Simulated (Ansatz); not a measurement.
## What Gd → Mg does to Gd

The reference is Gd in the hcp (Mg type) structure (space group P6_3/mmc, No. 194; a = 3.6482 Å, c = 5.8343 Å; ferromagnetic).

The change: full substitution Gd → Mg; the structure is relaxed again.

The values are results of PBE, PAW, 420 eV (Ansatz, an electronic-structure program; no SOC), earlier PAW set, not measurements. k-mesh 17×17×9 (Γ-centred); smearing 0.05 eV (Fermi–Dirac), for the changed cell.

The density drops by 6.01 g/cm³ (7.77 g/cm³ → 1.76 g/cm³) and the c/a ratio goes up by 0.040 (1.599 → 1.639). The space group is still P6_3/mmc (No. 194) and the shortest interatomic distance falls by 0.412 Å to 3.186 Å. The band gap stays zero.

Final structure:

```
CELL_PARAMETERS angstrom
      3.18615     0.00000     0.00000
     -1.59307     2.75929     0.00000
      0.00000     0.00000     5.22349
ATOMIC_POSITIONS crystal
  Mg 0.33333 0.66667 0.75000
  Mg 0.66667 0.33333 0.25000
```

Other magnetic orders, which the real material may have, were not ruled out. The state of the 4f shell was not checked for lower solutions. Whether these cells are dynamically stable was not tested.
